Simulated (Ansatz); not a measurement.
Seebeck coefficient (μV/K, mean over directions) of p-type ZnSe (F-43m) against carrier density, Ansatz (an electronic-structure program) with r2SCAN with spin-orbit coupling, rigid bands. Computed gap 1.75 eV; densities at which minority carriers matter at this gap, or further valleys turn the trend, are left out. Conductivity mass 0.68 mₑ (harmonic mean over directions), N_v = 2.8e19 cm⁻³ at 300 K.

| hole density | 300 K | 500 K |
|---|---|---|
| 1e16 cm⁻³ | 895 | 971 |
| 1e17 cm⁻³ | [?] | 773 |
| 1e18 cm⁻³ | 499 | 574 |
| 3e18 cm⁻³ | 405 | 480 |
| 1e19 cm⁻³ | 304 | 378 |
| 3e19 cm⁻³ | 216 | 286 |
| 1e20 cm⁻³ | 132 | 194 |
| 3e20 cm⁻³ | [?] | 125 |
| 1e21 cm⁻³ | [?] | 77 |

Some entries are withheld; supply them.


- 1e17 cm⁻³, 300 K: 697
- 3e20 cm⁻³, 300 K: 78
- 1e21 cm⁻³, 300 K: 46

Rigid bands with a gap fixed in temperature, one relaxation time for all states, no polarons or phonon drag, and whether or not such doping can be reached.
